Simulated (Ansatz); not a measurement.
# TiC: tensor shear ε_xy = +2.00 %

The reference is TiC in the rock salt structure (space group Fm-3m, No. 225; a = 4.2609 Å; relaxed with 0.1 eV smearing). Axes: x, y, z lie along the cube axes.

The change: a pure shear with ε_xy = ε_yx = 0.0200, atoms relaxed at fixed cell.

Calculations: Ansatz (a first-principles code) LDA, without spin-orbit coupling. Γ-centred 23×23×23 mesh, Fermi–Dirac width 0.1 eV.

The volume per atom is still 9.67 Å³ and the shortest interatomic distance stays 213.0 pm. The energy goes up by 8.6 meV/atom and the pressure (mean of the normal stresses, compression positive) hardly moves (0.0 GPa against 0.1 GPa). The band gap remains zero and the stress (xx, yy, zz, yz, xz, xy; compression positive) comes out as (0.2, 0.2, 0.1, 0.0, 0.0, -7.2) GPa.

Final structure:

```yaml
crystal:
  lattice:
    - [0.04261, 2.13046, 2.13046]
    - [2.13046, 0.04261, 2.13046]
    - [2.17307, 2.17307, 0.00000]
  atoms:
    - { symbol: Ti, position: [0.00000, 0.00000, 0.00000] }
    - { symbol: C, position: [0.50000, 0.50000, 0.50000] }
```

The cells carry an imposed strain or load. Whether these cells are dynamically stable was not tested. All final runs are without spin polarisation.
